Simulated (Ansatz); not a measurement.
Amorphous Si24O47H, 72 atoms at 2.19 g/cm³, one PBE-relaxed geometry, zone centre. Methods: PBE, scalar-relativistic without spin-orbit coupling (Ansatz, a program for electronic structure); r2SCAN, scalar-relativistic without spin-orbit coupling (Ansatz); HSE06, scalar-relativistic without spin-orbit coupling (Ansatz). Plane waves to 420 eV (r2SCAN 500 eV); exact exchange is cut at the cell's faces. The usual formal charges leave 3 electrons over, so the level spacing at the Fermi energy parts defect or band states and needn't be the band gap. In the spin-polarised cell the level spacing at the Fermi energy can part levels of unlike spin. At PBE the levels at both edges of the gap are localised (band-tail or defect states), and the nearest spread-out levels lie 5.6 eV apart at the zone centre.

A CHGNet melt-quench gave the starting glass, which DFT then relaxed. O atoms were pushed apart under 1.9 Å during the dynamics, to hinder bonds among them. The hot cell started wider than the set density and was brought back towards it in steps. It is the lowest in DFT energy of 2 quenches. It is a model cell: composition and starting density were chosen by hand, and all elements were melted together. No dispersion term was used. Its density started from a set value of 2.19 and ended at 2.19 g/cm³. Cooling (nominally 530 K/ps over its main leg) ran many orders faster than in experiment, which tends to leave more defects and strain. One small periodic cell is one sample of the glass; other quenches scatter about these values. The volume was held where the preparation left it, at a PBE pressure of 0.7 GPa. Stress components on the final sampling reach 1.6 GPa. Cycles of charging lowered its energy after that relaxation.

The relaxation ran on the zone centre alone. At PBE the level spacing at the Fermi energy is 1.28 eV on a 2×2×2 Γ-centred mesh, and the spacing at the zone centre alone 1.33 eV.

Question: What zone-centre spacing does r2SCAN give, roughly?

Answer: 2.03 eV (+0.69 eV against PBE).

Question: What zone-centre spacing does HSE06 give, roughly?

Answer: 2.59 eV (+1.25 eV against PBE).

The highest filled and the lowest empty state spread over these numbers of atoms (participation numbers): PBE: 3.8 and 3.7; r2SCAN: 3.8 and 3.6; HSE06: 3.6 and 3.5.
